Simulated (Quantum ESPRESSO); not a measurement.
## Convergence test for MgSi (P-1, 12 atoms in the cell)

```
CELL_PARAMETERS angstrom
      4.38521     0.00000     0.00000
      1.99193     5.98967     0.00000
      0.26832     2.19907     8.67872
ATOMIC_POSITIONS crystal
  Mg 0.16979 0.71543 0.00712
  Mg 0.83021 0.28457 0.99288
  Mg 0.25369 0.51141 0.66768
  Mg 0.74631 0.48859 0.33232
  Mg 0.05016 0.92707 0.33117
  Mg 0.94984 0.07293 0.66883
  Si 0.57427 0.92027 0.13309
  Si 0.42573 0.07973 0.86691
  Si 0.61096 0.79031 0.52757
  Si 0.38904 0.20969 0.47243
  Si 0.68211 0.71512 0.80220
  Si 0.31789 0.28488 0.19780
```

Computed with PBEsol, GBRV 1.5 ultrasoft (PBESOL) pseudopotentials (plane waves; Quantum ESPRESSO).

The starting cell comes from a database of computed structures (which also holds hypothetical and non-ambient phases and stackings), without a prior relaxation at this level. Without a gap this mesh is coarse (it stands for a supercell whose shortest vector is 18 Å).

Held fixed: occupations = smearing; smearing = marzari-vanderbilt; degauss = 0.0073499 Ry; potentials = {Mg: mg_pbesol_v1.4.uspp.F.UPF, Si: si_pbesol_v1.uspp.F.UPF}; K_POINTS = automatic 4 3 2 0 0 0; conv_thr = 1e-09 Ry; mixing_beta = 0.5. Moved along with it: ecutrho.

ΔF is the free energy per atom less that of the last row (80 Ry).

```
ecutwfc  ΔF (meV/atom)  pressure (GPa)  largest force (eV/Å)  plane waves  iterations
-------  -------------  --------------  --------------------  -----------  ----------
16 Ry          11949.6         -360.86                 0.253         1675          11
20 Ry           3125.1         -121.90                 0.217         2346          11
24 Ry            758.3          -39.26                 0.222         3075          12
28 Ry            160.7          -12.13                 0.225         3870          12
32 Ry                …           -3.79                 0.226         4728          12
36 Ry              5.1           -1.79                 0.227         5634          12
40 Ry                …           -1.52                 0.227         6596          12
46 Ry              2.8           -1.58                 0.227         8140          12
52 Ry             1.71           -1.55                 0.227         9763          12
60 Ry             1.45           -1.54                 0.227        12086          12
70 Ry             0.76           -1.57                 0.227        15238          12
80 Ry             0.00           -1.55                 0.227        18606          12
```

**Question.** Complete the blanks.

**Answer.** 
- 32 Ry, ΔF (meV/atom): 26.3
- 40 Ry, ΔF (meV/atom): 3.6
